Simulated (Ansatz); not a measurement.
Start from Te (space group P3_121, No. 152; a = 4.6241 Å, c = 5.9034 Å; made of chains).

Method: Kohn–Sham DFT with the r2SCAN functional, run in Ansatz (a quantum-chemistry and plane-wave program) with PAW and 500 eV plane waves, no spin-orbit coupling.

One change was made to it. Results:

```csv
quantity,base,after
volume per atom,36.44 Å³,35.64 Å³
band gap,0.55 eV,0.47 eV
```

Name the change that was made.
A. pressure −1 GPa
B. pressure 10 GPa
C. pressure 0.7 GPa
D. pressure 1.5 GPa
E. pressure 0.3 GPa

E, pressure 0.3 GPa. For comparison, the band gap in the other runs: pressure −1 GPa gives 1.04 eV; pressure 0.7 GPa gives 0.40 eV; pressure 10 GPa gives zero; pressure 1.5 GPa gives 0.30 eV.

A case with no gap was solved on a k-mesh chosen for an insulator, which is coarse for it. Spin-orbit coupling, missing from the scalar runs, can matter with Te. Load acts through the strain it causes; cell and atoms are relaxed under it. Stability against distortions was not tested. Competing high-pressure phases were not computed. No dispersion term is included, though the crystal is made of layers, chains or molecules, so its spacings can come out too wide. The zero or small gap of Te under pressure 10 GPa can change with the level of theory.
